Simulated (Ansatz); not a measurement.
This Ansatz (a first-principles code) input is the reference run, Ge in the diamond structure (space group Fd-3m, No. 227), computed with Kohn–Sham DFT with the r2SCAN functional, run in Ansatz with PAW and 500 eV plane waves, no SOC:

Ansatz 0.2 input:
```yaml
crystal:
  lattice:
    - [0, 2.8371950298, 2.8371950298]
    - [2.8371950298, 0, 2.8371950298]
    - [2.8371950298, 2.8371950298, 0]
  atoms:
    - { symbol: Ge, position: [0, 0, 0] }
    - { symbol: Ge, position: [0.25, 0.25, 0.25] }
basis: { ecutwfc: 500, ecutrho_ratio: 4, xc_grid: 4, fft_grid_basis: typed }
kpoints: { mp_grid: { grid: [10, 10, 10] } }
hamiltonian:
  xc: r2scan
  dispersion: none
  pseudopotentials: { kind: paw }
scf: { occupations: { method: fermi_dirac, width: 0.05 }, convergence: { dr2_threshold: 0.0000000002 } }
output: { forces: true, stress: true }
checkpoint: { write: state.ck, write_every: 1000 }
```

Write the input for this change: tensor shear ε_xy = +1.14 % (engineering shear γ = 0.0228); the atoms relax in the strained cell.


Ansatz 0.2 input:
```yaml
crystal:
  lattice:
    - [0.0323440233, 2.8371950298, 2.8371950298]
    - [2.8371950298, 0.0323440233, 2.8371950298]
    - [2.8695390531, 2.8695390531, 0]
  atoms:
    - { symbol: Ge, position: [0, 0, 0] }
    - { symbol: Ge, position: [0.25, 0.25, 0.25] }
basis: { ecutwfc: 500, ecutrho_ratio: 4, xc_grid: 4, fft_grid_basis: typed }
kpoints: { mp_grid: { grid: [10, 10, 10] } }
hamiltonian:
  xc: r2scan
  dispersion: none
  pseudopotentials: { kind: paw }
scf: { occupations: { method: fermi_dirac, width: 0.05 }, convergence: { dr2_threshold: 0.0000000002 } }
relax: { f_tol: 0.005, max_steps: 50 }
output: { forces: true, stress: true }
checkpoint: { write: state.ck, write_every: 1000 }
```
This is the input that was run.

Whether these cells are dynamically stable was not tested.
